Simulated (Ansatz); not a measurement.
The parent structure is RbGeF₃ in the cubic perovskite structure (space group Pm-3m, No. 221; a = 4.424 Å; a hypothetical phase, not in the database extracts checked). Axes: x, y, z lie along the cube axes.

Computed with r2SCAN (Ansatz, an electronic-structure program, PAW, no SOC).

A first run, uniaxial strain ε_xx = −0.53 %, gives secant values C11 ≈ 110 GPa and C12 ≈ 36 GPa from its stress. A second run applies uniaxial stress, 2 GPa compression along z.

Problem. What does linear elasticity predict for Young's modulus in the second run, and what does the run give?

Solution. Linear elasticity: (C11 − C12)(C11 + 2 C12)/(C11 + C12) = 92 GPa. The run gives 94 GPa; any difference comes from nonlinear terms at these strains and numerical noise.

Beyond what the load breaks, stability against distortions was not tested. Many cubic perovskites are stable only at high temperature; tilts and polar distortions were not tested.
